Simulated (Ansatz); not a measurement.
System: Ni (Im-3m, No. 229, 1 atom in the cell; start mp-1008728; another form than the element's usual one). Method: PBEsol (plane waves, PAW; Ansatz, a quantum-chemistry and plane-wave program).

Numerical settings: plane-wave cutoff 520 eV, 28×28×28 k mesh, Fermi–Dirac smearing 0.05 eV, spin-polarised start, scalar-relativistic PAW data made under PBE.

Cell (relaxed at this level):

Ni is taken in the cubic space group Im-3m (No. 229), the bcc (W type) structure, Pearson symbol cI2. Conventional cell: a = b = c = 2.7559 Å, α = β = γ = 90.00°. Ni on 2a sees 8 Ni at 2.387 Å and 6 Ni at 2.756 Å. (Neighbours: up to the widest gap in distance over summed covalent radii, below 1.35, at either atom.)
(The calculation used a cell of 1 atom; values per cell refer to that cell.)

### Question
Give the computed bulk modulus B0.

### Answer

bulk modulus B0: 221 GPa

The run finds no gap.

Note: the magnetic order was assumed, not searched for or taken from measurement; the bulk modulus is −V dP/dV from two relaxed cells at ±2 % in volume; the relaxation could not lower the start's symmetry, so the cell can be a saddle point above a distorted one.

Computed values are for the static lattice.

It cost around 2.3 core-minutes (rough) of CPU time.

A start named mp-… is a Materials Project structure, which need not be a measured phase.
